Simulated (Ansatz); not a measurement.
The reference is ZnS in the zinc blende structure (space group F-43m, No. 216).

```
CELL_PARAMETERS angstrom
      0.00000     2.67832     2.67832
      2.67832     0.00000     2.67832
      2.67832     2.67832     0.00000
ATOMIC_POSITIONS crystal
  Zn 0.00000 0.00000 0.00000
  S  0.25000 0.25000 0.25000
```

Cartesian axes are those of the cell as printed.

Computed with PBEsol, PAW, 420 eV (Ansatz, a program for electronic structure; no SOC).

For the base:

| Item | Result |
|---|---|
| Pressure | -0.1 kbar |
| Valley order | Γ 2.09 eV; X along ⟨100⟩ 3.17 eV; L along ⟨111⟩ 3.24 eV |

The change: compressive biaxial strain of 1.50 % in the plane normal to [001], as in epitaxy on a mismatched substrate; the out-of-plane cell vector and the atoms relax.

### Question
Predict the new energy relative to the base.

### Answer
The energy increases by 2.6 meV/atom.

### Question
Predict the new pressure.

### Answer
The pressure (mean of the normal stresses, compression positive) goes up by 9.9 kbar (-0.1 kbar → 9.8 kbar).

### Question
What does the calculation give for the valley order after the change?

### Answer
The valley order (the lowest conduction-band minima on the path, energy above the VBM, named in the base's zone) goes from Γ 2.09 eV; X along ⟨100⟩ 3.17 eV; L along ⟨111⟩ 3.24 eV to Γ 2.09 eV; X along [010] 3.04 eV; L along [111] 3.20 eV; X along [001] 3.22 eV.

### Question
Estimate the effect on the out-of-plane strain.

### Answer
The out-of-plane strain amounts to +1.78 %.

The levels and masses belong to the bands next to the band gap. Stability against distortions was not tested.
